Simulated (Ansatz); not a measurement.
The starting structures come from a database of crystals and need not be the phases stable at ambient conditions.

 Where the default PAW files enter, the runs use the earlier of Ansatz's two default sets.

Consider the following.

```yaml
crystal:
  lattice:
    - [4.61362, 0.00000, 0.00000]
    - [0.00000, 4.61362, 0.00000]
    - [0.00000, 0.00000, 6.49047]
  atoms:
    - { symbol: Mg, position: [0.50000, 0.50000, 0.50000] }
    - { symbol: Cd, position: [0.00000, 0.00000, 0.00000] }
    - { symbol: Te, position: [0.00000, 0.50000, 0.25545] }
    - { symbol: Te, position: [0.50000, 0.00000, 0.74455] }
```

Space group of this cell: P-4m2. The cell is taken as given; by PBEsol its mean pressure is -0.9 GPa.

Computed with PBEsol (plane waves, PAW; Ansatz, a program for electronic structure).

The current runs along the normal of the first two printed vectors; no spin-orbit coupling. Scaled by the factor s: all lengths (ions clamped). The meshes follow the cell: 8×8×6 and 8×8 across at s = 0.98, 8×8×6 and 8×8 across at s = 1.00, 6×6×6 and 6×6 across at s = 1.02.

```json
[
 {"s": "0.98", "mean pressure (GPa)": "1.6", "band gap (eV)": "1.55"},
 {"s": "1.00", "mean pressure (GPa)": "-0.9", "band gap (eV)": "1.35"},
 {"s": "1.02", "mean pressure (GPa)": "-2.7", "band gap (eV)": "?"}
]
```

Question: Take the slope of the band gap against ln s from the two given rows, extrapolate to s = 1.02, and say what the run there gives.

Answer: Slope = (1.55 − 1.35) / ln 0.98 = -9.90 eV. The line gives 1.35 + (-9.90) × ln 1.02 = 1.15 eV. The run gives 1.15 eV, as the line does.
